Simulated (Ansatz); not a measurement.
The starting structures come from a database of crystals and need not be the phases stable at ambient conditions.

By PBEsol, the system below comes out a metal.

The ballistic (Sharvin) conductance counts the channels at the Fermi level: G/A = (e²/h) × channels of both spins per area.

Input:

```
CELL_PARAMETERS angstrom
      3.07442     0.00000     0.00000
     -1.53721     2.66253     0.00000
      0.00000     0.00000    14.02436
ATOMIC_POSITIONS crystal
  Ti 0.66667 0.33333 0.42009
  Ti 0.33333 0.66667 0.57991
  Ti 0.33333 0.66667 0.92009
  Ti 0.66667 0.33333 0.07991
  In 0.66667 0.33333 0.75000
  In 0.33333 0.66667 0.25000
  N  0.00000 0.00000 0.00000
  N  0.00000 0.00000 0.50000
```

Space group of this cell: P6_3/mmc. The cell is taken as given; by PBEsol its mean pressure is -4.4 GPa.

The current flows along the normal of the first two printed cell vectors, the (001) plane of the conventional cell. No spin-orbit coupling; the value is a mean over 0.1 eV about the Fermi level.

### Question
Estimate the ballistic conductance per area that PBEsol in Ansatz (a first-principles code) returns for this system.

### Answer
0.44 × 10¹⁵ S/m² for both spins.
